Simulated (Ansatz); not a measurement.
The parent structure is Si in the diamond structure (space group Fd-3m, No. 227).

```
CELL_PARAMETERS angstrom
      0.00000     2.71688     2.71688
      2.71688     0.00000     2.71688
      2.71688     2.71688     0.00000
ATOMIC_POSITIONS crystal
  Si 0.00000 0.00000 0.00000
  Si 0.25000 0.25000 0.25000
```

Cartesian axes are those of the cell as printed.

Calculations: PBEsol/PAW in Ansatz (a first-principles code), no SOC.

The change: tensor shear ε_xy = +1.71 % (engineering shear γ = 0.0342); the atoms relax in the strained cell.

### Question
Predict the stress tensor and what it implies for the stiffness.

### Answer
Stress of the strained cell less that of the base (GPa, compression positive):
```
   0.05   -2.50    0.00
  -2.50    0.05    0.00
   0.00    0.00   -0.04
```

Then −Δσ/γ with γ = 2ε = 0.0342 gives secant stiffness values (nonlinear terms included at this strain): C66 ≈ 73 GPa.

As a check, the harmonic strain energy −½ V₀ Δσ:ε is 5.4 meV/atom; the computed energy rise is 5.4 meV/atom.

Whether these cells are dynamically stable was not tested.
